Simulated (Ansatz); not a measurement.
The starting structures come from a database of crystals and need not be the phases stable at ambient conditions.

By PBEsol, the system below comes out a metal.

Data:

```xyz
6
Lattice="3.7784 0.0000 0.0000 0.0000 3.7784 0.0000 1.8892 -1.8892 4.9092" Properties=species:S:1:pos:R:3 pbc="T T T"
La     0.0000     0.0000     0.0000
Ni     1.8892     0.0000     2.4546
Ni     3.7784     1.8892     2.4546
B      3.7784     0.0000     3.4181
B      1.8892     1.8892     1.4911
C      1.8892     1.8892     0.0000
```

Space group of this cell: I4/mmm. The cell is taken as given; by PBEsol its mean pressure is -4.3 GPa.

The current flows along the normal of the first two printed cell vectors, the (001) plane of the conventional cell. No spin-orbit coupling; the value is a mean over 0.1 eV about the Fermi level.

Q: Estimate the ballistic conductance per area that PBEsol (Ansatz, a first-principles code) returns for this system.

A: 0.45 × 10¹⁵ S/m² for both spins.
